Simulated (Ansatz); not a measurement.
Amorphous Si24O51Al2, 77 atoms at 2.24 g/cm³, one PBE-relaxed geometry, zone centre. Methods: PBE, scalar-relativistic without spin-orbit coupling (Ansatz, a program for electronic structure); r2SCAN, scalar-relativistic without spin-orbit coupling (Ansatz); HSE06, scalar-relativistic without spin-orbit coupling (Ansatz). Plane waves to 420 eV (r2SCAN 500 eV); exact exchange is cut at the cell's faces. At PBE the levels at the filled edge of the gap are localised (band-tail or defect states), and the nearest spread-out levels lie 4.5 eV apart at the zone centre. All rungs ran without spin polarisation.

The cell was made by melting and quenching with the CHGNet potential and then relaxed with DFT. O atoms were pushed apart under 1.9 Å during the dynamics, to hinder bonds among them. The hot cell started wider than the set density and was brought back towards it in steps. It is the lowest in DFT energy of 2 quenches. It is a model cell: composition and starting density were chosen by hand, and all elements were melted together. No dispersion term was used. Its density started from a set value of 2.24 and ended at 2.24 g/cm³. Cooling (nominally 480 K/ps over its main leg) ran many orders faster than in experiment, which tends to leave more defects and strain. A cell of this size samples the disorder only roughly. The volume was held where the preparation left it and the shape relaxed, at a PBE pressure of -1.5 GPa (tension). Stress components on the final sampling reach 2.5 GPa. Cycles of charging lowered its energy after that relaxation.

The relaxation ran on the zone centre alone. At PBE the level gap is 4.02 eV on a 2×2×2 Γ-centred mesh, and the spacing at the zone centre alone 4.02 eV.

Task: What zone-centre spacing does r2SCAN give, roughly?

Result: 4.73 eV (+0.70 eV against PBE).

Task: What zone-centre spacing does HSE06 give, roughly?

Result: 5.84 eV (+1.81 eV against PBE).

The highest filled and the lowest empty state spread over these numbers of atoms (participation numbers): PBE: 3.8 and 23.7; r2SCAN: 3.7 and 25.8; HSE06: 3.7 and 25.9.
